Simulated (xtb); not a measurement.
xtb 6.7.1, GFN2-xTB: N1[SiH]N[SiH2]N[SiH2]1, charge 0, multiplicity 2, 14 atoms. The geometry is a generated start, not checked to be a minimum at this level.

- method = GFN2-xTB
- --acc = 1 (default)
- --etemp (K) = 300 (default)
- detailed input (--input) = none: ANC optimiser, Lindh (1995) Hessian, microcycle=20, maxdispl=1.0, hlow=0.01 (default)
- basis functions = 50
- valence electrons = 35

```xyz
14

N      0.7008    -1.5037     0.1955
Si     1.8748    -0.4226    -0.4868
N      1.1289     1.1284    -0.6594
Si    -0.3691     1.6454     0.0262
N     -1.4124     0.2720     0.0255
Si    -1.0204    -1.4043     0.1361
H      1.0684    -2.3922     0.4940
H      2.9791    -0.3571     0.4902
H      1.6606     1.8223    -1.1594
H     -0.9434     2.6721    -0.8466
H     -0.1646     2.1396     1.3975
H     -2.3976     0.4753     0.0488
H     -1.5727    -2.0877    -1.0441
H     -1.5323    -1.9875     1.3825
```

Charge 0 and multiplicity 2 are set for this test and not shown to be the ground state. GFN-xTB has no spin term: --uhf 1 sets the occupations alone.

The structure is relaxed from this start with --opt LEVEL for the levels crude, sloppy, loose, lax, normal, tight, vtight, extreme, once each. Up to the end of the extreme run atoms move by at most 0.62 Å along an axis.

Problem. Choose the cheapest level whose final energy lies within 1 meV of that of extreme.

Solution. normal: 17 cycles against 44, ending 0.47 meV above.

| level | cycles | energy above the extreme run (meV) | gradient norm (eV/Å) |
|---|---|---|---|
| crude | 1 | 9.5 | 0.20 |
| sloppy | 1 | 9.5 | 0.20 |
| loose | 1 | 9.5 | 0.20 |
| lax | 10 | 3.5 | 0.11 |
| normal | 17 | 0.47 | 0.046 |
| tight | 24 | 0.096 | 0.013 |
| vtight | 32 | 0.027 | 0.0028 |
| extreme | 44 | — | 0.0010 |
